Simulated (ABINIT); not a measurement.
Input and output of a self-consistent single point for Ba₂PdO₃ (Immm, 6 atoms in the cell) (ABINIT).

Computed with PBEsol, PAW (JTH v2.0 PBE PAW, files made for PBE) (plane waves; ABINIT).

The change in words: lattice scaled by 0.98. Reference geometry:
```
Ba2PdO3
1.0
   -1.93974     2.05751     6.68574
    1.93974    -2.05751     6.68574
    1.93974     2.05751    -6.68574
Ba Pd O
2 1 3
Cartesian
  0.00000   0.00000   8.62849
  0.00000   0.00000   4.74300
  0.00000   0.00000   0.00000
  0.00000   0.00000  11.30947
  0.00000   0.00000   2.06202
  0.00000   2.05751   0.00000
```

Reference input (self-consistent single point, DFT, PBEsol, plane waves, PAW (JTH v2.0 PBE PAW, files made for PBE)): pseudos = [Ba.GGA_PBE-JTH.xml, Pd.GGA_PBE-JTH.xml, O.GGA_PBE-JTH.xml]; ecut = 48 Ry; pawecutdg = 96 Ry; pawxcdev = 0; ixc = -116133; occopt = 3; tsmear = 0.1 eV; ngkpt = 6 6 6; nshiftk = 1; shiftk = 0 0 0; potentials = JTH v2.0 PBE PAW; nband = 36. This run's input differs from it in these lines:

```diff
@@ -3,7 +3,7 @@
 pseudos "Ba.GGA_PBE-JTH.xml, Pd.GGA_PBE-JTH.xml, O.GGA_PBE-JTH.xml"
-acell 7.2591407806 7.2591407806 7.2591407806 Angstrom
+acell 7.1139578761 7.1139578761 7.1139578761 Angstrom
 rprim
-        -0.2672134428    0.2834371260    0.9210105165
-         0.2672134428   -0.2834371260    0.9210105165
-         0.2672134428    0.2834371260   -0.9210105165
+        -0.2672134181    0.2834371576    0.9210105140
+         0.2672134181   -0.2834371576    0.9210105140
+         0.2672134181    0.2834371576   -0.9210105140
 natom 6
@@ -13,8 +13,8 @@
 xcart
-        -0.0000000000   -0.0000000000   16.3054806676
-        -0.0000000000   -0.0000000000    8.9629733106
+        -0.0000000000    0.0000000000   15.9793708103
+        -0.0000000000    0.0000000000    8.7837137103
          0.0000000000    0.0000000000    0.0000000000
-        -0.0000000000   -0.0000000000   21.3718056902
-        -0.0000000000   -0.0000000000    3.8966482880
-        -0.0000000000    3.8881303987   -0.0000000000
+        -0.0000000000    0.0000000000   20.9443692567
+        -0.0000000000    0.0000000000    3.8187152639
+         0.0000000000    3.8103681687    0.0000000000
 ecut 48 Ry
```

The program printed (abridged):

```
--- !BeginCycle
solver: {iscf: 17, nstep: 60, nline: 4, wfoptalg: 10, }
tolerances: {toldfe: 1.00E-09, }
...

     iter   Etot(hartree)      deltaE(h)  residm     nres2
 ETOT  1  -217.24122508427    -2.172E+02 5.724E+01 4.043E+02
 ETOT  2  -229.44266023840    -1.220E+01 3.579E-02 6.932E+02
 ETOT  3  -229.11149595167     3.312E-01 2.114E-02 1.699E+02
 ETOT  4  -229.01995216677     9.154E-02 1.792E-02 6.936E+01
 ETOT  5  -229.00062617069     1.933E-02 2.823E-03 3.406E+01
   [... 8 lines left out ...]
 ETOT 14  -228.97002195089    -3.080E-08 5.572E-04 2.882E-06
 ETOT 15  -228.97002195619    -5.300E-09 3.143E-04 2.008E-06
 ETOT 16  -228.97002195612     7.384E-11 3.249E-04 7.379E-07
 ETOT 17  -228.97002195605     6.443E-11 2.710E-04 7.605E-08
 At SCF step   17, etot is converged :
  for the second time, diff in etot=  6.443E-11 < toldfe=  1.000E-09

 Cartesian components of stress tensor (hartree/bohr^3)
  sigma(1 1)= -8.05319875E-05  sigma(3 2)=  0.00000000E+00
  sigma(2 2)= -1.08523293E-04  sigma(3 1)=  0.00000000E+00
  sigma(3 3)= -1.20617821E-04  sigma(2 1)=  0.00000000E+00

 ----iterations are completed or convergence reached----

 reduced coordinates (array xred) for    6 atoms
       0.645289999364      0.645289999364      0.000000000000
       0.354710000636      0.354710000636      0.000000000000
       0.000000000000      0.000000000000      0.000000000000
       0.845789998486      0.845789998486      0.000000000000
       0.154210001514      0.154210001514      0.000000000000
       0.500000000000      0.000000000000      0.500000000000
   [... lines left out ...]
 Fermi (or HOMO) energy (hartree) =   0.17906   Average Vxc (hartree)=  -0.40549
 Fermi (or HOMO) energy (eV) =   4.87235   Average Vxc (eV)= -11.03399
   [... lines left out ...]
'-kT*entropy'       : -1.28293236054276E-03
total_energy        : -2.28969947597722E+02
total_energy_eV     : -6.23058913648571E+03
...

-Cartesian components of stress tensor (GPa)         [Pressure=  3.0370E+00 GPa]
- sigma(1 1)= -2.36933248E+00  sigma(3 2)=  0.00000000E+00
- sigma(2 2)= -3.19286496E+00  sigma(3 1)=  0.00000000E+00
- sigma(3 3)= -3.54869821E+00  sigma(2 1)=  0.00000000E+00

 Calculation completed.
```

The run converged in 17 iterations. Against the reference run the free energy hardly moves (within 1 meV/atom), the pressure goes from -3.28 to 3.04 GPa and the largest force goes from 0.095 to 0.198 eV/Å.

The starting cell comes from a database of computed structures (which also holds hypothetical and non-ambient phases and stackings), without a prior relaxation at this level. For this run, on top of that: lattice scaled by 0.98. Spin polarisation is off. The potentials were made for another functional than the one used. With a pressure of about 3 GPa the cell is away from its equilibrium volume at this level.

Cost on one core of a shared machine: roughly 7 min.
